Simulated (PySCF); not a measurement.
PySCF 2.14.0, MP2 (frozen core)/cc-pvdz: C[C@]1(O)C[SiH2][Si@H]1F, 16 atoms. The geometry is a generated start, not checked to be a minimum at this level.

```yaml
task: mp2
basis: cc-pvdz
two_electron_scheme: exact four-centre integrals
frozen_core: true
mf.init_guess: minao (default)
mf.DIIS: CDIIS (default)
mf.diis_space: 8 (default)
mf.conv_tol: 1e-09 (default)
basis functions (reference run): 151
```

On 4 threads, 1 BLAS thread. Build: conda-forge: OpenMP (GNU), OpenBLAS with its own threads, libcint, Libxc. Single runs; times are not shown.

Values of mol.max_memory tried: 8000 MB, 4000 MB, 2000 MB, 1000 MB, 500 MB, 300 MB, 200 MB.

Problem. How low can the memory setting go, and what changes on the way?

Solution. It runs down to 200 MB, the lowest tried, with the same result. At 8000 MB: SCF integrals in memory, transformation in memory. From 500 MB down: direct SCF, transformation through a file.

| mol.max_memory | path | peak memory |
|---|---|---|
| 8000 MB | SCF integrals in memory, transformation in memory | 0.86 GiB |
| 4000 MB | SCF integrals in memory, transformation in memory | 0.86 GiB |
| 2000 MB | SCF integrals in memory, transformation in memory | 0.86 GiB |
| 1000 MB | SCF integrals in memory, transformation in memory | 0.86 GiB |
| 500 MB | direct SCF, transformation through a file | 0.64 GiB |
| 300 MB | direct SCF, transformation through a file | 0.64 GiB |
| 200 MB | direct SCF, transformation through a file | 0.64 GiB |

Peak memory is the kernel's count for the largest process, libraries included and scratch files not. The peak passes the setting at 500 MB, 300 MB, 200 MB: it is no hard cap. MP2's transformation through a file may take 2000 MB even at lower settings.
